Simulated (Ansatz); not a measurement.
Symmetric slabs, relaxed from ideal cuts in 1x1 cells, of elemental solids: work function (eV) by functional, in Ansatz (plane waves, PAW). All structures are PBE's; the other columns are single points with references at the same level. No spin-orbit coupling, Hubbard U or dispersion. The rows are a random draw from the class, without slabs that broke up, higher cuts of a face and adsorbates that left their site.

| system | PBE (eV) | r2SCAN (eV) |
|---|---|---|
| fcc Ir (111), ideal cut with outer spacing 2.23 Å | 5.49 | 5.53 |
| hcp Ru (20-23), ideal cut with outer spacing 0.15 Å | 4.70 | 4.69 |
| hcp Hf (10-11), ideal cut with outer spacing 0.41 Å | 3.98 | 4.00 |
| tetragonal indium (111), ideal cut with outer spacing 1.06 Å | 3.84 | 3.99 |
| fcc Al (331), ideal cut with outer spacing 0.93 Å | 4.12 | 4.16 |
| hcp Tl (10-11), ideal cut with outer spacing 0.45 Å | 3.52 | 3.53 |
| hcp Ru (11-23), ideal cut with outer spacing 0.49 Å | 4.43 | ? |
| hcp Tl (0001), ideal cut with outer spacing 2.83 Å | 3.55 | 3.54 |

Problem. Fit a straight line y = a·x + b by least squares to the 7 complete rows (x: PBE (eV); y: r2SCAN (eV)).

Solution. the means are x̄ = 4.1714 and ȳ = 4.2057; Σ(x − x̄)² = 2.9777 and Σ(x − x̄)(y − ȳ) = 2.9692, so a = 0.997 and b = ȳ − a·x̄ = 0.046. The largest residual is 0.115.

Problem. What does the line predict for the withheld row, hcp Ru (11-23), ideal cut with outer spacing 0.49 Å, and what did the calculation give?

Solution. the line gives 4.46; the calculation gave 4.41, a miss of -0.05, of the size of the fitted rows' scatter and rounding.

Ansatz is a quantum-chemistry and plane-wave program.
